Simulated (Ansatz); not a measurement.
Start from GaN in the wurtzite structure (space group P6_3mc, No. 186; a = 3.183 Å, c = 5.185 Å).

Perturbation: the cell is scaled by 1.0060 in all directions, atoms relaxed at fixed cell.

Level of theory: DFT with PBEsol, PAW potentials and a 420 eV plane-wave cutoff in Ansatz (a first-principles code), spin-orbit coupling left out.

Base, band edges from the VBM (valence, conduction): K -2.77, 5.00; H -1.50, 6.34; M -1.01, 4.94; L -1.92, 4.30; A -0.54, 4.21; Γ 0.00, 1.88 eV.

### Question
Give the band edges at the high-symmetry points of the new zone, measured from its valence-band maximum.

### Answer
```tsv
point	valence edge (eV)	conduction edge (eV)
Γ	0.00	1.76
M	-0.99	4.89
K	-2.71	5.01
A	-0.53	4.09
L	-1.89	4.24
H	-1.47	6.23
```

The gap is 1.76 eV, direct at Γ.

The cells carry an imposed strain or load. Stability against distortions was not tested.
